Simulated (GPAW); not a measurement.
Band structure of CaCo2Si2 (I4/mmm, 5 atoms in the cell).

```
CELL_PARAMETERS angstrom
     -1.93445     1.93445     4.93677
      1.93445    -1.93445     4.93677
      1.93445     1.93445    -4.93677
ATOMIC_POSITIONS crystal
  Ca 0.00000 0.00000 0.00000
  Co 0.25000 0.75000 0.50000
  Co 0.75000 0.25000 0.50000
  Si 0.63375 0.63375 0.00000
  Si 0.36625 0.36625 0.00000
```

Level of theory: LDA (Perdew-Wang 92), GPAW PAW datasets LDA (gpaw-data 1.0.1) (plane waves; GPAW 25.7.0).

Settings: mode = pw; ecut = 800 eV; xc = LDA; kpts = 8 8 8; mesh shift (steps) = 0 0 0; occupations.name = fermi-dirac; occupations.width = 0.1 eV; nbands = -9; convergence.forces = 0.001 eV/Å; symmetry.symmorphic = false; symmetry.tolerance = 0.0005; maxiter = 150; bandpath_npoints = 40.

The starting cell comes from a database of computed structures (which also holds hypothetical and non-ambient phases and stackings), without a prior relaxation at this level. Its lattice was rescaled by a random factor within 2.5 % of one. Spin polarisation is off.

Levels in eV from the Fermi level, bands 15 to 22:
| point | 15 | 16 | 17 | 18 | 19 | 20 | 21 | 22 |
|---|---|---|---|---|---|---|---|---|
| Γ | -0.86 | -0.75 | -0.32 | -0.32 | -0.14 | 0.93 | 2.85 | 2.85 |
| X | -1.83 | -1.08 | -0.95 | -0.93 | -0.58 | 0.29 | 0.42 | 3.01 |
| Y | -1.87 | -1.16 | -0.96 | -0.83 | -0.20 | 0.29 | 0.59 | 3.00 |
| S | -1.53 | -1.45 | -1.38 | 0.65 | 0.68 | 0.95 | 3.13 | 3.42 |
| Z | -0.73 | -0.18 | -0.18 | -0.14 | 0.94 | 1.75 | 3.83 | 3.93 |
| S1 | -1.53 | -1.45 | -1.38 | 0.65 | 0.68 | 0.95 | 3.13 | 3.42 |
| N | -1.59 | -1.58 | -1.12 | -0.60 | 1.00 | 2.05 | 2.24 | 3.23 |
| P | -1.92 | -0.94 | -0.94 | -0.87 | -0.87 | 0.38 | 0.38 | 2.74 |
| Y1 | -1.87 | -1.16 | -0.96 | -0.83 | -0.20 | 0.29 | 0.59 | 3.00 |

Bands cross the Fermi level along this path, so the cell is metallic at this level.
